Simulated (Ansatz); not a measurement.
## The (111)A surface of zinc-blende CdTe, Cd-terminated, 2x2 with 2 OH on 4 top atoms (bottom of the slab: 2 H on 4 bottom sites)

All values below come from PBE (plane waves to 420 eV, PAW; Ansatz, a first-principles code).

Model: 38-atom slab, 16.9 Å thick at the start with caps and adatoms, 3x3x1 mesh, Fermi-Dirac 0.025 eV, dipole correction, 8 atoms held, the rest relaxed; no symmetry held; no spin, no spin-orbit, no U. It is one candidate, not shown to be the stable structure of the face.

```yaml
gap_of_the_slab_on_its_k_mesh: 1.09 eV
highest_filled_level_below_the_top_vacuum_level: 5.96 eV
energy_released_by_relaxation: 1.55 eV
cost: very roughly 50 core-minutes
```
